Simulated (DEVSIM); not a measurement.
Device: Schottky contact on n-type Si, at 350 K.

Layer 1 from the left is Si, thickness (μm) 5.00, Nd (cm⁻³) 1.1e16, τn (s) 1.3e-6, τp (s) 1.3e-6.

Left contact: Schottky, work function 4.76 eV, emission velocity 4.5e6 cm/s. Right contact: ohmic. Voltage is applied to the left contact. Recombination: SRH at mid-gap, radiative, Auger. Mobility is constant in doping.

The device is made up for the run: typed textbook-type constants, with dimensions and the other settings drawn at random. Values at 300 K; Nc and Nv go as T^1.5, mobilities as T to minus their exponent, the gap by Varshni's rule with the affinity fixed.

Si: gap (eV) 1.124, affinity (eV) 4.05, permittivity 11.7, Nc (cm⁻³) 2.86e19, Nv (cm⁻³) 3.1e19, μn (cm²/Vs) 1417, μp (cm²/Vs) 470, T exponent of μn 2.3, T exponent of μp 2.2, B (cm³/s) 4.7e-15, Cn (cm⁶/s) 2.8e-31, Cp (cm⁶/s) 9.9e-32, Varshni α (eV/K) 0.000473, Varshni β (K) 636.

Problem. Estimate by hand the built-in potential, the peak field at zero bias, the capacitance at -1.5 V, and compare with a numerical solution.

Solution. 
- Built-in potential: barrier φB = 0.710 eV; Vbi = φB − kT/q ln(N_band/N) = 0.466 V; numerical 0.466 V.
- Peak field at zero bias: depletion approximation: W = √(2εVbi/(qN)) = 0.234 μm with N = 1.10e16 cm⁻³; field = 2Vbi/W = 39800 V/cm; numerical 38400 V/cm (estimate above by 3.6 %).
- Capacitance at -1.5 V: C = √(qεN / 2(Vbi + |V|)) = 21.5 nF/cm²; numerical 21.7 nF/cm² (estimate below by 0.76 %).

DEVSIM, 1D drift-diffusion, Boltzmann statistics, complete ionisation; no tunnelling, impact ionisation, image-force lowering or self-heating. Metal contacts follow the ideal Schottky-Mott rule: no Fermi-level pinning, no interface dipoles.
